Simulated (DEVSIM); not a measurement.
Structure: abrupt Si p-n junction, at 400 K.

```csv
layer (left to right),material,thickness (μm),Nd (cm⁻³),Na (cm⁻³),τn (s),τp (s)
1,Si,6.60,-,8.1e17,2.7e-6,2.7e-6
2,Si,200,1.6e14,-,2.7e-6,2.7e-6
```

Left contact: ohmic. Right contact: ohmic. Voltage is applied to the left contact. Recombination: SRH at mid-gap, Auger. Mobility is μmin + (μ − μmin)/(1 + (N/Nref)^α).

This is a model device: material constants are rounded textbook-type values typed into the input, and sizes, dopings and lifetimes were drawn at random. Values at 300 K; Nc and Nv go as T^1.5, mobilities as T to minus their exponent, the gap by Varshni's rule with the affinity fixed.

```tsv
parameter	Si
gap (eV)	1.124
affinity (eV)	4.05
permittivity	11.7
Nc (cm⁻³)	2.86e19
Nv (cm⁻³)	3.1e19
μn (cm²/Vs)	1417
μp (cm²/Vs)	470
μn,min	52
μp,min	45
Nref,n	9.7e16
Nref,p	2.2e17
αn	0.68
αp	0.72
T exponent of μn	2.3
T exponent of μp	2.2
Cn (cm⁶/s)	2.8e-31
Cp (cm⁶/s)	9.9e-32
Varshni α (eV/K)	0.000473
Varshni β (K)	636
```

DEVSIM, 1D drift-diffusion, Boltzmann statistics, complete ionisation; no tunnelling, impact ionisation, image-force lowering or self-heating.

Question: Tabulate band edges, carrier densities and field at 0.9 V on the left contact.

Answer: Energies count from the Fermi level of the right contact; mesh points crowd at the junctions.

| x (μm) | Ec (eV) | Ev (eV) | n (cm⁻³) | p (cm⁻³) | field (V/cm) |
|---|---|---|---|---|---|
| 0.000 | 0.056 | -1.040 | 4.0e7 | 8.1e17 | ≈ 0 |
| 0.05102 | 0.056 | -1.040 | 7.2e12 | 8.1e17 | ≈ 0 |
| 0.2193 | 0.056 | -1.040 | 3.1e13 | 8.1e17 | ≈ 0 |
| 0.7331 | 0.056 | -1.040 | 1.0e14 | 8.1e17 | ≈ 0 |
| 3.432 | 0.056 | -1.040 | 4.8e14 | 8.1e17 | ≈ 0 |
| 5.638 | 0.056 | -1.040 | 7.9e14 | 8.1e17 | ≈ 0 |
| 6.307 | 0.056 | -1.040 | 8.8e14 | 8.1e17 | ≈ 0 |
| 6.556 | 0.056 | -1.040 | 9.2e14 | 8.1e17 | -18 |
| 6.602 | 0.013 | -1.083 | 3.2e15 | 2.3e17 | -44000 |
| 6.661 | -0.057 | -1.153 | 2.5e16 | 3.0e16 | -1800 |
| 6.843 | -0.060 | -1.157 | 2.7e16 | 2.7e16 | ≈ 0 |
| 7.834 | -0.060 | -1.156 | 2.7e16 | 2.7e16 | ≈ 0 |
| 10.68 | -0.059 | -1.155 | 2.6e16 | 2.6e16 | ≈ 0 |
| 19.45 | -0.054 | -1.151 | 2.3e16 | 2.3e16 | ≈ 0 |
| 67.31 | -0.025 | -1.121 | 1.3e16 | 1.3e16 | ≈ 0 |
| 152.4 | 0.083 | -1.014 | 3.9e15 | 3.8e15 | 21 |
| 190.0 | 0.208 | -0.889 | 1.5e15 | 1.3e15 | 56 |
| 201.3 | 0.299 | -0.797 | 7.1e14 | 5.5e14 | 130 |
| 205.5 | 0.378 | -0.718 | 3.2e14 | 1.7e14 | 330 |
| 206.3 | 0.412 | -0.684 | 2.1e14 | 6.9e13 | 560 |
| 206.5 | 0.426 | -0.670 | 1.7e14 | 2.2e13 | 630 |
| 206.6 | 0.432 | -0.665 | 1.6e14 | 2.0e11 | 640 |
